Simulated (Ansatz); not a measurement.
Where the default PAW files enter, the runs use the earlier of Ansatz's two default sets.

## Evanescent states of KBr (Fm-3m, rock salt, 2 atoms a cell, 35.8 Å³ an atom) along the normal of (111)

These are r2SCAN (plane waves, PAW; Ansatz, an electronic-structure program) values and carry that method's errors.

No gap correction and no spin-orbit coupling; mid-gap values are interpolated between computed energies.

Energies count from the valence-band top; κ is the least over a 12×12 mesh across the current.

```json
[
 {"E (eV)": "0.12", "κ (1/Å)": "0.141", "where": "Γ"},
 {"E (eV)": "0.36", "κ (1/Å)": "0.232", "where": "Γ"},
 {"E (eV)": "0.60", "κ (1/Å)": "0.284", "where": "Γ"},
 {"E (eV)": "0.84", "κ (1/Å)": "0.319", "where": "Γ"},
 {"E (eV)": "1.08", "κ (1/Å)": "0.344", "where": "Γ"},
 {"E (eV)": "1.32", "κ (1/Å)": "0.362", "where": "Γ"},
 {"E (eV)": "1.56", "κ (1/Å)": "0.374", "where": "Γ"},
 {"E (eV)": "1.80", "κ (1/Å)": "0.382", "where": "Γ"},
 {"E (eV)": "2.04", "κ (1/Å)": "0.386", "where": "Γ"},
 {"E (eV)": "2.28", "κ (1/Å)": "0.387", "where": "Γ"},
 {"E (eV)": "2.52", "κ (1/Å)": "0.384", "where": "Γ"},
 {"E (eV)": "2.76", "κ (1/Å)": "0.378", "where": "Γ"},
 {"E (eV)": "3.00", "κ (1/Å)": "0.370", "where": "Γ"},
 {"E (eV)": "3.24", "κ (1/Å)": "0.358", "where": "Γ"},
 {"E (eV)": "3.48", "κ (1/Å)": "0.343", "where": "Γ"},
 {"E (eV)": "3.72", "κ (1/Å)": "0.325", "where": "Γ"},
 {"E (eV)": "3.96", "κ (1/Å)": "0.303", "where": "Γ"},
 {"E (eV)": "4.20", "κ (1/Å)": "0.275", "where": "Γ"},
 {"E (eV)": "4.44", "κ (1/Å)": "0.241", "where": "Γ"},
 {"E (eV)": "4.68", "κ (1/Å)": "0.196", "where": "Γ"},
 {"E (eV)": "4.92", "κ (1/Å)": "0.129", "where": "Γ"}
]
```

### Question
How thick must the barrier be to attenuate the transmission by 10^8 when the electrodes' Fermi level lies at 2.28 eV, and what attenuation does that film give at 0.12 eV?

### Answer
d = 8 ln 10 / (2 × 0.387) = 23.8 Å. At 0.12 eV it gives 8 × 0.141/0.387 = 2.9 decades.
